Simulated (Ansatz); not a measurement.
Start from GaN in the wurtzite structure (space group P6_3mc, No. 186).

```
CELL_PARAMETERS angstrom
      3.18312     0.00000     0.00000
     -1.59156     2.75667     0.00000
      0.00000     0.00000     5.18363
ATOMIC_POSITIONS crystal
  Ga 0.66667 0.33333 0.00099
  Ga 0.33333 0.66667 0.50099
  N  0.66667 0.33333 0.62421
  N  0.33333 0.66667 0.12421
```

Cartesian axes are those of the cell as printed.

The values are results of r2SCAN (Ansatz, a quantum-chemistry and plane-wave program, PAW, no spin-orbit coupling), not measurements.

Free-standing slabs (4 atom(s) a layer) normal to the y axis with 15 Å of vacuum; in-plane cell held at bulk.

One change was made to it. Results:

```json
[
 {"quantity": "band gap", "base": "2.35 eV", "after": "2.28 eV"},
 {"quantity": "gap character", "base": "–", "after": "indirect, Γ–X (38 % along) → Γ"},
 {"quantity": "shortest interatomic distance", "base": "1.946 Å", "after": "1.815 Å"}
]
```

### Question
Which change produced these results?
(A) 1 layer
(B) 3 layers
(C) 4 layers
(D) 2 layers

### Answer
D, 2 layers. For comparison, the band gap in the other runs: 4 layers gives 1.97 eV; 1 layer gives 2.84 eV; 3 layers gives 1.99 eV.

Whether these cells are dynamically stable was not tested. k-point labels follow each cell's own Brillouin zone.
